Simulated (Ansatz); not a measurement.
SiGe (model structure, started from the InPb type, R-3m, No. 166, 2 atoms in the cell) was calculated with LDA in Ansatz (plane waves, PAW).

Run with plane-wave cutoff 520 eV, 24×24×24 k mesh, Fermi–Dirac smearing 0.05 eV, scalar-relativistic PAW data made under PBE.

Cell (relaxed at this level):

```
GeSi
1.0
    1.41740     0.81834     4.69829
   -1.41740     0.81834     4.69829
    0.00000    -1.63667     4.69829
Ge Si
1 1
Direct
  0.00000   0.00000   0.00000
  0.50000   0.50000   0.50000
```

Q: Estimate the bulk modulus that the calculation returns.

A: 
- bulk modulus = 82.2 GPa

The run finds no gap.

Note: the bulk modulus is −V dP/dV from two relaxed cells at ±2 % in volume; the relaxation could raise the start's symmetry but not lower it, so the cell can be a saddle point.

The computed numbers hold no vibrational or temperature effects.

A model structure was made by putting elements into a prototype or built by hand; it is no filed structure, need not be a known phase, and can be a saddle point held by its symmetry.

Ansatz is a first-principles code.
